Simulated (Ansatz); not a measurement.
## Response to strain in hypothetical fluorite MoS2

Consider MoS2 in the fluorite structure (space group Fm-3m, No. 225; ferromagnetic; a hypothetical phase, not in the database extracts checked; relaxed with 0.1 eV smearing).

```
CELL_PARAMETERS angstrom
      0.00000     2.92266     2.92266
      2.92266     0.00000     2.92266
      2.92266     2.92266     0.00000
ATOMIC_POSITIONS crystal
  Mo 0.00000 0.00000 0.00000
  S  0.25000 0.25000 0.25000
  S  0.75000 0.75000 0.75000
```

Cartesian axes are those of the cell as printed.

Strains are applied to the cell and any free atomic positions relax; under biaxial strain the out-of-plane vector relaxes too; under stress the whole cell relaxes.

Method: plane-wave PAW DFT at the PBEsol level (Ansatz, a program for electronic structure, 420 eV), no spin-orbit coupling.

Notes on the quantities. energy relative to the base: free energy F; pressure: mean of the normal stresses, compression positive.

| change | volume per atom | largest site moment | energy relative to the base | pressure |
|---|---|---|---|---|
| base | 16.64 Å³ | 1.08 μB | 0 meV/atom | 0.0 GPa |
| biaxial strain +1.41 %, plane normal [001], relaxed out of plane | 16.92 Å³ | 1.14 μB | +4.4 meV/atom | -2.0 GPa |
| isotropic strain +2.22 % | 17.78 Å³ | 1.31 μB | +27 meV/atom | -7.2 GPa |
| uniaxial strain ε_yy = −0.20 % | 16.61 Å³ | 1.07 μB | 0.0 meV/atom | 0.2 GPa |
| uniaxial stress, 1 GPa compression along z | 16.60 Å³ | 1.06 μB | +0.4 meV/atom | – |
| tensor shear ε_xz = +3.12 % | 16.63 Å³ | 1.04 μB | +4.2 meV/atom | -0.3 GPa |
| tensor shear ε_yz = −1.61 % | 16.64 Å³ | 1.07 μB | +1.1 meV/atom | -0.1 GPa |

The magnetic state is the one reached from the starting moments; the real material's order can differ, and small cells can't hold many antiferromagnetic ones. Stability under load was not tested beyond the relaxation.
